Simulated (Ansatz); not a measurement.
**CoSi (space group P2_13, No. 198; non-magnetic)**

```cif
data_Co4Si4
_chemical_formula_sum 'Co4 Si4'
_space_group_name_H-M_alt 'P213'
_space_group_IT_number 198
_space_group_name_Hall 'P 2ac 2ab 3'
_cell_length_a 4.38269
_cell_length_b 4.38269
_cell_length_c 4.38269
_cell_angle_alpha 90.000
_cell_angle_beta 90.000
_cell_angle_gamma 90.000
loop_
_atom_site_label
_atom_site_type_symbol
_atom_site_symmetry_multiplicity
_atom_site_Wyckoff_symbol
_atom_site_fract_x
_atom_site_fract_y
_atom_site_fract_z
_atom_site_occupancy
Co1 Co 4 a 0.14562 0.14562 0.14562 1
Si1 Si 4 a 0.84366 0.84366 0.84366 1
```

Calculations: r2SCAN (Ansatz, an electronic-structure program, PAW, no spin-orbit coupling), earlier PAW set. Settings: 11×11×11 k-points, 0.05 eV Fermi–Dirac smearing.

```json
{
  "volume_per_atom": "10.52 Å³",
  "density": "6.87 g/cm³",
  "band_gap": "zero",
  "total_energy": "-2885.788 eV/atom (σ→0; compares only within this code and set-up)"
}
```

Whether these cells are dynamically stable was not tested. Seeded moments were not kept for the base. All final runs are without spin polarisation. The zero or small gap of CoSi can change with the level of theory.
